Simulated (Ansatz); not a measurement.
# WRe3 (P6₃/mmc, No. 194, 8 atoms in the cell; start mp-974408): bulk modulus B0 by level of theory

No measured value is used here.

```csv
level (code),value (GPa),cell (Å³/atom)
LDA (Ansatz),379,14.64
PBEsol (Ansatz),366,14.88
r²SCAN (Ansatz),362,15.05
```

Density-functional levels without +SOC have no spin–orbit coupling. LDA, PBEsol, r²SCAN: the run has no spin polarisation, so it can have missed a magnetic state. LDA, PBEsol, r²SCAN: the bulk modulus is −V dP/dV from two relaxed cells at ±2 % in volume. LDA, PBEsol, r²SCAN: the relaxation could not lower the start's symmetry, so the cell can be a saddle point above a distorted one. Each level is taken at its own relaxed cell. Cutoffs differ between the levels. Ansatz's density-functional and Hartree–Fock values are scalar-relativistic unless marked +SOC, with PAW data made under PBE.

A start named mp-… is a Materials Project structure, which need not be a measured phase.

Ansatz is an electronic-structure program.
